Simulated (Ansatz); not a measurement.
Functionals compared on H2O on the 1x1 (110) surface of bcc W, one in a 2x2 cell, started at the site 'bridge W-W (span 3.2 Å)', in Ansatz (plane waves, PAW). The structure was relaxed with PBE; the other rows are single points on it, each with its references at the same level. Cutoff 420 eV (500 eV for r2SCAN).

Model: 19-atom slab, 6.6 Å thick at the start under the adsorbate (thin: gaps and levels are the slab's own), 6x6x1 mesh, Fermi-Dirac 0.1 eV, dipole correction, 8 atoms held, the rest relaxed; no symmetry held; no spin, no spin-orbit, no U, no dispersion correction. At the end it is bonded to W. In PBE it is, or lies within 0.03 eV of, the lowest of the starts that converged. These notes are the PBE run's. Adsorption energies are against H2O(g). A negative adsorption energy means that the adsorbate is more stable on the surface than in its reference.

| functional | adsorption energy (eV) | work function of the top face (eV) | change of the work function (eV) | rough cost of the single point |
|---|---|---|---|---|
| PBE | -0.52 | 3.60 | -1.21 | – |
| RPBE | -0.28 | 3.49 | -1.19 | very roughly 4 core-minutes |
| r2SCAN | [?] | [?] | [?] | about 7 core-minutes (a rough figure) |

### Question
Complete the blanks.

### Answer

- r2SCAN, adsorption energy (eV): -0.63
- r2SCAN, work function of the top face (eV): 3.58
- r2SCAN, change of the work function (eV): -1.31

Ansatz is a first-principles code.
